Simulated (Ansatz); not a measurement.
Base system: WSi$_{2}$ (space group I4/mmm, No. 139; a = 3.202 Å, c = 7.818 Å; relaxed with 0.1 eV smearing).

The values are results of PBEsol, PAW, 420 eV (Ansatz, a first-principles code; scalar-relativistic without spin-orbit coupling), not measurements.

Strains are applied to the cell and any free atomic positions relax.

One change was made to it. Results:

| quantity | base | after |
|---|---|---|
| energy relative to the base (free energy F) | 0 meV/atom | +8.4 meV/atom |
| pressure (mean of the normal stresses, compression positive) | 0.0 GPa | -6.5 GPa |

### Question
Which change produced these results?
(A) isotropic strain −2.50 %
(B) isotropic strain +0.50 %
(C) isotropic strain +1.00 %

### Answer
C, isotropic strain +1.00 %. For comparison, the energy relative to the base in the other runs: isotropic strain −2.50 % gives +59 meV/atom; isotropic strain +0.50 % gives +2.1 meV/atom.

Whether these cells are dynamically stable was not tested. The final runs are not spin-polarised.
